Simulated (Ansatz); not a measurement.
Input and output of a self-consistent single point for Hf2Ge (Fmm2, 6 atoms in the cell) (Ansatz, a first-principles code)

Computed with PBEsol, default PAW files made with PBE (plane waves; Ansatz).

Input:

Ansatz 0.2 input:
```yaml
# Hf2Ge
crystal:
  lattice:
    - [-3.280404, 3.280404, 2.638536]
    - [3.280404, -3.280404, 2.638536]
    - [3.280404, 3.280404, -2.638536]
  atoms:
    - { symbol: Hf, position: [0.344240, 0.155760, 0.500000] }
    - { symbol: Hf, position: [0.655760, 0.844240, 0.500000] }
    - { symbol: Hf, position: [0.161149, 0.661149, 0.822298] }
    - { symbol: Hf, position: [0.844240, 0.344240, 0.188480] }
    - { symbol: Ge, position: [0.250000, 0.250000, 0.000000] }
    - { symbol: Ge, position: [0.750000, 0.750000, 0.000000] }
basis:
  ecutwfc: 420.0 eV
kpoints:
  mp_grid: { grid: [6, 6, 6] }
hamiltonian:
  xc: pbesol
  pseudopotentials: { kind: paw }
scf:
  occupations: { method: fermi_dirac, width: 0.1 eV }
output:
  forces: true
  eigenvalues: true
  stress: true
```

The program printed (abridged):

```
WARN ansatz: RAYON_NUM_THREADS=1 ignored (pool sized by the plan → 1); use --threads N
Pseudopotentials: kind: paw
Pseudopotential: Hf, paw, valence charge 26
Pseudopotential: Ge, paw, valence charge 14
Crystal: 6 atoms, lattice volume = 113.574 Å³
Basis set: ecut = 420 eV, 2193 PW (Γ), exchange–correlation on 72×72×72 points (8 copies of the dense FFT grid, shifted against one another)
Bands: 80, of which v1, the nominal top of the filled ones, is band 66 counted from 1 (65 counted from 0)
Symmetry: 4 space group operations
Space group: Fmm2 (ITA 42), of the structure as read, at distance tolerance 4.8e-5 Å
k-points: 46 of 216 (time reversal used)
PAW frozen core: Hf, regenerated for the run's functional, and the local potential with it
PAW frozen core: Ge, regenerated for the run's functional, and the local potential with it
Initial density: superposition of atomic densities (neutral atoms: chi_scale 0, normalization atom), corrected by the library's trained network
Initial wavefunctions: pseudopotential atomic-orbital guess
Eigensolver: davidson
Functional: x = pbesol(κ = 0.804, μ = 0.12345679012345678), c = pbesol(β = 0.046)
SCF iter   1: F=—  HF=-70903.440994 eV  |F-HF|=—  |Δ(HF+E_count)|=         —  Δρ=4.24e-3  dr2=1.81e-2  ethr=1.77e-3  ⟨swp⟩=5.1  Hψ=10785  notcnv=0  defer=56
all-band conjugate gradients solve this SCF's bands
preconditioner: auto → Kerker (q_TF=auto, 2.798 Å⁻¹)
SCF iter   2: F=—  HF=-70903.438829 eV  |F-HF|=—  |Δ(HF+E_count)|=   2.17e-3  Δρ=2.48e-3  dr2=7.70e-3  ethr=1.37e-5  ⟨swp⟩=3.0  Hψ=6932  notcnv=0  defer=84
SCF iter   3: F=—  HF=-70903.437889 eV  |F-HF|=—  |Δ(HF+E_count)|=   9.39e-4  Δρ=7.75e-4  dr2=8.72e-4  ethr=5.84e-6  ⟨swp⟩=2.0  Hψ=5344  notcnv=0  defer=84
SCF iter   4: F=—  HF=-70903.437220 eV  |F-HF|=—  |Δ(HF+E_count)|=   6.70e-4  Δρ=3.20e-4  dr2=1.22e-4  ethr=6.61e-7  ⟨swp⟩=2.0  Hψ=6555  notcnv=0  defer=84
SCF iter   5: F=—  HF=-70903.437187 eV  |F-HF|=—  |Δ(HF+E_count)|=   3.30e-5  Δρ=1.33e-4  dr2=2.07e-5  ethr=9.26e-8  ⟨swp⟩=2.0  Hψ=6186  notcnv=0  defer=84
SCF iter   6: F=—  HF=-70903.437144 eV  |F-HF|=—  |Δ(HF+E_count)|=   4.24e-5  Δρ=5.02e-5  dr2=3.10e-6  ethr=1.57e-8  ⟨swp⟩=2.0  Hψ=5907  notcnv=0  defer=84
SCF iter   7: F=—  HF=-70903.437144 eV  |F-HF|=—  |Δ(HF+E_count)|=   4.59e-7  Δρ=1.31e-5  dr2=1.84e-7  ethr=2.35e-9  ⟨swp⟩=2.0  Hψ=6552  notcnv=0  defer=84
SCF iter   8: F=—  HF=-70903.437144 eV  |F-HF|=—  |Δ(HF+E_count)|=   1.33e-8  Δρ=7.67e-6  dr2=8.22e-8  ethr=7.58e-11  ⟨swp⟩=10.1  Hψ=18063  notcnv=0
SCF iter   9: F=-70903.437144 eV  HF=-70903.437144 eV  |F-HF|=1.27e-8  |Δ(HF+E_count)|=   6.76e-8  Δρ=3.31e-6  dr2=1.33e-8  ethr=6.23e-11  ⟨swp⟩=5.3  Hψ=13699  notcnv=0
SCF 1 converged in 9 iterations: F = -70903.437144 eV  dr2 = 1.33e-8
SCF converged after 9 iterations
Free energy (F): -70903.437144 eV
Harris-Foulkes:  -70903.437144 eV  (|F-HF|=1.27e-8)
Internal energy: -70903.358081 eV  (E = F + TS)
E sigma→0 (E₀):  -70903.397612 eV
Entropy (-TS):   -0.079063 eV (-13.177 meV/atom)
Fermi energy:    19.045866 eV
--- Per-component energies (eV) ---
  E_band       = 96.604182
  E_kinetic    = 1923.551858
  E_local      = -23795.493701  (includes V_loc(G=0)·N_el)
  E_nonlocal   = -4113.577799
  E_hartree    = 11113.474179
  E_xc         = -1344.476182
  E_vxc        = -1198.433280  (∫ρ·V_xc dr)
  E_paw        = -31186.429890  (= ΣΔE_a)
  E_vpaw       = 5053.599503  (= ΣTr[D̂ρ^β])
  E_aug_tail   = 0.000531  (compensation charges beyond the density's cutoff)
  E_ewald      = -23507.247316
  E_core_change = 6.840239  (= ΣΔE_core)
  E_smearing   = -0.079063  (= −TS)
  E_closure    = 0.000000  (closes the sum)
  Σ components = -70903.437144   (vs F -70903.437144, Δ=0.00e0)
--- Forces (eV/Å), atoms counted from 1 ---
  atom   1  Hf    -0.01494449     0.09653883    -0.00000000
  atom   2  Hf     0.09653883    -0.01494449     0.00000000
  atom   3  Hf    -0.32843583    -0.32843583     0.00000000
  atom   4  Hf     0.19317952     0.19317952     0.00000000
  atom   5  Ge     0.02682721     0.02682721     0.00000000
  atom   6  Ge     0.02682721     0.02682721     0.00000000
  max |Σ_I F_I| component: 7.56e-6 eV/Å
--- Stress (GPa, compression-positive) ---
       -0.879882      -0.451227       0.000000
       -0.451227      -0.879882       0.000000
        0.000000       0.000000      -1.175384
  P = ⅓ Tr σ = -0.9784 GPa (-9.784 kbar)
  The stress holds the Pulay correction. Without it, at fixed plane waves, as pw.x and ABINIT print it: P = -1.0188 GPa
--- Band table (eV; the first three rows and the last of 46) ---
  k-point 0: bands = ["-42.4805", "-42.4496", "-42.4194", "-42.4086", "-11.3709", "-11.3299", "-11.2926", "-11.2835", "-11.2480", "-11.2183", "-11.1840", "-11.1410", "-11.1089", "-10.8446", "-10.7976", "-10.7690", "-5.0926", "-4.9838", "-4.9828", [...]
  k-point 1: bands = ["-42.4773", "-42.4496", "-42.4226", "-42.4086", "-11.3674", "-11.3522", "-11.2910", "-11.2846", "-11.2359", "-11.2194", "-11.1811", "-11.1449", "-11.0633", "-10.8529", "-10.8307", "-10.7696", "-5.0925", "-4.9847", "-4.9797", [...]
  k-point 2: bands = ["-42.4699", "-42.4484", "-42.4311", "-42.4086", "-11.3797", "-11.3318", "-11.3183", "-11.2786", "-11.2216", "-11.2045", "-11.2002", "-11.1329", "-10.9888", "-10.8966", "-10.8786", "-10.7713", "-5.0923", "-4.9866", "-4.9730", [...]
  k-point 45: bands = ["-42.4495", "-42.4417", "-42.4376", "-42.4295", "-11.4473", "-11.3664", "-11.3646", "-11.2269", "-11.2203", "-11.1308", "-11.1238", "-11.0863", "-10.9263", "-10.9247", "-10.9187", "-10.8857", "-5.0919", "-4.9734", "-4.9733", [...]
```

The run converged in 9 iterations.

The starting cell comes from a database of computed structures (which also holds hypothetical and non-ambient phases and stackings), without a prior relaxation at this level. Its lattice was rescaled by up to half a per cent. One atom was moved a little off its site on purpose. Spin-orbit coupling is off. Ansatz's pressure includes its estimate of the finite-basis (Pulay) stress.

Cost on one core of a shared machine: roughly 50 s.
